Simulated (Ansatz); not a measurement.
Input:

End structure of Sn on the 1x1 (111) surface of fcc Cu, one in a 3x3 cell, started at the site 'hollow Cu-Cu-Cu over Cu at depth 2.1 Å':

```
CELL_PARAMETERS angstrom
      7.70039     0.00000     0.00000
     -3.85020     6.66874     0.00000
      0.00000     0.00000    25.50000
ATOMIC_POSITIONS crystal
  Cu 0.11111 0.22222 0.37817
  Cu 0.11111 0.55556 0.37817
  Cu 0.11111 0.88889 0.37817
  Cu 0.44444 0.22222 0.37817
  Cu 0.44444 0.55556 0.37817
  Cu 0.44444 0.88889 0.37817
  Cu 0.77778 0.22222 0.37817
  Cu 0.77778 0.55556 0.37817
  Cu 0.77778 0.88889 0.37817
  Cu 0.22222 0.11111 0.45940
  Cu 0.22222 0.44444 0.45940
  Cu 0.22222 0.77778 0.45940
  Cu 0.55556 0.11111 0.45940
  Cu 0.55556 0.44444 0.45940
  Cu 0.55556 0.77778 0.45940
  Cu 0.88889 0.11111 0.45940
  Cu 0.88889 0.44444 0.45940
  Cu 0.88889 0.77778 0.45940
  Cu 0.00000 0.00000 0.54023
  Cu 0.99969 0.33337 0.54044
  Cu 0.99969 0.66632 0.54044
  Cu 0.33368 0.00031 0.54044
  Cu 0.33368 0.33337 0.54044
  Cu 0.33333 0.66667 0.54086
  Cu 0.66663 0.00031 0.54044
  Cu 0.66667 0.33333 0.54193
  Cu 0.66663 0.66632 0.54044
  Cu 0.11422 0.22844 0.62177
  Cu 0.11089 0.55545 0.62191
  Cu 0.11422 0.88578 0.62177
  Cu 0.44300 0.22150 0.62327
  Cu 0.44455 0.55545 0.62191
  Cu 0.44455 0.88911 0.62191
  Cu 0.77850 0.22150 0.62327
  Cu 0.77850 0.55700 0.62327
  Cu 0.77156 0.88578 0.62177
  Sn 0.00000 0.00000 0.70516
```

Model: 37-atom slab, 6.2 Å thick at the start under the adsorbate (thin: gaps and levels are the slab's own), 4x4x1 mesh, Fermi-Dirac 0.1 eV, dipole correction, 18 atoms held, the rest relaxed; held to the start's symmetry, so lower structures may exist; spin-polarised, no spin-orbit, no U, no dispersion correction. The starting moment vanished. At the end it is bonded to 3 Cu. In PBE it is, or lies within 0.03 eV of, the lowest of the starts that converged.

A negative adsorption energy means that the adsorbate is more stable on the surface than in its reference.

Task: Estimate the change of the step from the bottom to the top vacuum level, against the clean slab that Ansatz (a program for electronic structure) with PBE returns for this input.

Result: -0.38 eV

Task: What adsorption energy against an atom of beta tin does PBE give?

Result: -0.059 eV

Task: What is the computed change of the work function (PBE)?

Result: -0.40 eV

Task: Give the work function of the top face at the level PBE.

Result: 4.37 eV
